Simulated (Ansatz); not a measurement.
Al on the Si site + 1 H (silicon host)

Calculation: PBE, PAW (plane waves to 420 eV; Ansatz, a quantum-chemistry and plane-wave program). Cell: 64 sites, 2×2×2; final energies on a 2×2×2 shifted mesh. Sites at the start: the Si site; H at the bond centre. Energies of charged states are corrected for periodic images (point charge plus alignment at distant sites). Dielectric constants: PBE linear response of the host. Host gap at this level: 0.61 eV. Finite-size and sampling errors can reach tenths of an eV here. Levels are measured in PBE's own, too narrow, gap. Spin–orbit coupling is left out. Each state is the lowest found from its start.

Formation energies E_f are given with the Fermi level at the valence-band maximum. Chemical conditions: host crystal and elements as references (Δμ(Si) = 0.00 eV, Δμ(H) = 0.00 eV, Δμ(Al) = 0.00 eV; H taken from its element, since no compound that bounds it was computed at this level; Al taken from its element, since no compound that bounds it was computed at this level; only phases computed here count, gases as isolated molecules at 0 K). Reference phases: Al: fcc Al, H: H2 molecule in a box, Si: silicon.

```tsv
charge	moment (μB)	point group	largest move off a lattice site (Å)	image correction with alignment (eV)	E_f, host crystal and elements as references (eV)
+1†	fractional	–	0.39	0.09	–
0	not spin-polarised	Cs	0.38	0.00	1.21
−1†	fractional	–	0.41	0.10	–
```

† Not settled in this cell, so no level is given: charge +1: fractional moment, a level filled in part, carriers not clearly localised, level within 0.1 eV of a band edge or past it; charge −1: fractional moment, a level filled in part, carriers not clearly localised, level within 0.1 eV of a band edge or past it.

Point groups are those of the whole cell at tolerances of 0.03 and 0.1 Å ("near" where only the looser one holds); none is given for unsettled states.

No other site or start that was run ended lower by more than 0.1 eV.
